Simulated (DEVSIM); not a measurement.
Structure: Schottky contact on n-type GaSb, at 300 K.

```csv
layer (left to right),material,thickness (μm),Nd (cm⁻³),τn (s),τp (s)
1,GaSb,0.310,3.5e16,1.5e-8,1.5e-8
```

Left contact: Schottky, work function 4.54 eV, emission velocity 5.8e6 cm/s. Right contact: ohmic. Voltage is applied to the left contact. Recombination: SRH at mid-gap, Auger. Mobility is μmin + (μ − μmin)/(1 + (N/Nref)^α).

The device is made up for the run: typed textbook-type constants, with dimensions and the other settings drawn at random. Values at 300 K.

| parameter | GaSb |
|---|---|
| gap (eV) | 0.726 |
| affinity (eV) | 4.06 |
| permittivity | 15.7 |
| Nc (cm⁻³) | 2.1e17 |
| Nv (cm⁻³) | 1.8e19 |
| μn (cm²/Vs) | 5000 |
| μp (cm²/Vs) | 850 |
| μn,min | 1000 |
| μp,min | 190 |
| Nref,n | 2.8e17 |
| Nref,p | 9e17 |
| αn | 1.05 |
| αp | 0.65 |
| Cn (cm⁶/s) | 5e-30 |
| Cp (cm⁶/s) | 5e-30 |

Simulated with DEVSIM: 1D drift-diffusion, Boltzmann statistics, complete ionisation; no tunnelling, impact ionisation, image-force lowering or self-heating. Metal contacts follow the ideal Schottky-Mott rule: no Fermi-level pinning, no interface dipoles.

Task: Tabulate band edges, carrier densities and field at zero bias.

Result: Energies count from the Fermi level of the right contact; mesh points crowd at the junctions.

```csv
x (μm),Ec (eV),Ev (eV),n (cm⁻³),p (cm⁻³),field (V/cm)
0.000,0.480,-0.246,1.8e9,1.3e15,-57000
0.005362,0.450,-0.276,5.8e9,4.1e14,-55000
0.01173,0.415,-0.311,2.2e10,1.1e14,-53000
0.01767,0.385,-0.341,7.2e10,3.4e13,-50000
0.03025,0.325,-0.401,7.3e11,3.3e12,-45000
0.04128,0.278,-0.448,4.6e12,5.3e11,-41000
0.05158,0.238,-0.488,2.1e13,1.1e11,-37000
0.07337,0.168,-0.558,3.2e14,7.5e9,-28000
0.08840,0.130,-0.596,1.4e15,1.8e9,-22000
0.1103,0.091,-0.635,6.1e15,3.9e8,-14000
0.1364,0.065,-0.661,1.7e16,1.4e8,-6700
0.1672,0.052,-0.674,2.8e16,8.7e7,-2300
0.1942,0.048,-0.678,3.2e16,7.5e7,-850
0.2170,0.047,-0.679,3.4e16,7.1e7,-350
0.2397,0.047,-0.679,3.5e16,7.0e7,-140
0.2553,0.047,-0.679,3.5e16,6.9e7,-79
0.2684,0.046,-0.680,3.5e16,6.9e7,-48
0.2795,0.046,-0.680,3.5e16,6.9e7,-33
0.2905,0.046,-0.680,3.5e16,6.9e7,-24
0.2981,0.046,-0.680,3.5e16,6.9e7,-20
0.3045,0.046,-0.680,3.5e16,6.9e7,-18
0.3100,0.046,-0.680,3.5e16,6.9e7,-18
```
